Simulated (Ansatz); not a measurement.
The starting structures come from a database of crystals and need not be the phases stable at ambient conditions.

 Where the default PAW files enter, the runs use the earlier of Ansatz's two default sets.

Inside the gap of an insulator the Bloch states are evanescent, with a wavenumber k + iκ along the transport direction.

Given:

```yaml
crystal:
  lattice:
    - [5.44363, 0.03979, -0.01500]
    - [1.85573, 5.11771, -0.01500]
    - [1.33375, 0.94238, 6.01348]
  atoms:
    - { symbol: V, position: [0.81213, 0.81213, 0.22347] }
    - { symbol: V, position: [0.18787, 0.18787, 0.77653] }
    - { symbol: P, position: [0.75264, 0.75264, 0.75201] }
    - { symbol: P, position: [0.24736, 0.24736, 0.24799] }
    - { symbol: O, position: [0.63147, 0.63147, 0.27933] }
    - { symbol: O, position: [0.36853, 0.36853, 0.72067] }
    - { symbol: O, position: [0.87119, 0.87119, 0.89633] }
    - { symbol: O, position: [0.12881, 0.12881, 0.10367] }
    - { symbol: O, position: [0.44639, 0.84650, 0.80068] }
    - { symbol: O, position: [0.55361, 0.15350, 0.19932] }
    - { symbol: O, position: [0.15350, 0.55361, 0.19932] }
    - { symbol: O, position: [0.84650, 0.44639, 0.80068] }
    - { symbol: O, position: [0.15207, 0.15207, 0.49413] }
    - { symbol: O, position: [0.84793, 0.84793, 0.50587] }
```

Space group of this cell: C2/m. The cell was relaxed by PBE-D3(BJ); by r2SCAN its mean pressure is -4.0 GPa.

Transport runs along the normal of the first two printed cell vectors.

The gap is the functional's own. No spin-orbit coupling. Mid-gap values are interpolated on the energy grid.

Task: Compute, with r2SCAN (Ansatz, an electronic-structure program), the band gap and the smallest decay constant κ at mid-gap.

Result: Gap 1.97 eV on a 6×6×6 mesh; κ = 0.357 1/Å, at the zone centre.
